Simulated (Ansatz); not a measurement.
Take Sb (space group I4_132, No. 214; a = 8.093 Å; a hypothetical phase, not in the database extracts checked; relaxed with 0.1 eV smearing) as the base.

(Cell as relaxed with PBE.)

Levels (all Ansatz, an electronic-structure program, PAW): PBE (420 eV, spin-orbit coupling left out); PBEsol (420 eV, without spin-orbit coupling).

Each level relaxes its own structure.

```csv
base,PBE,PBEsol
volume per atom,66.27 Å³,63.57 Å³
lattice parameter a,809.3 pm,798.2 pm
band gap,zero,zero
```

It is then changed as follows: the cell is scaled by 0.9795 in all directions, atoms relaxed at fixed cell.

```json
[
 {"quantity": "pressure", "PBE": "1.3 GPa", "PBEsol": "[?]"},
 {"quantity": "energy relative to the base (free energy F)", "PBE": "+16 meV/atom", "PBEsol": "[?]"},
 {"quantity": "band gap", "PBE": "zero", "PBEsol": "[?]"}
]
```

Predict the PBEsol column.


- pressure, PBEsol: 1.5 GPa
- energy relative to the base (free energy F), PBEsol: +17 meV/atom
- band gap, PBEsol: zero

PBE's energy relative to the base lies 0.9 meV/atom below PBEsol's; the two agree on the band gap. Neither level is exact; PBEsol is the comparison here, not a measurement.

The cells carry an imposed strain or load. Stability against distortions was not tested.
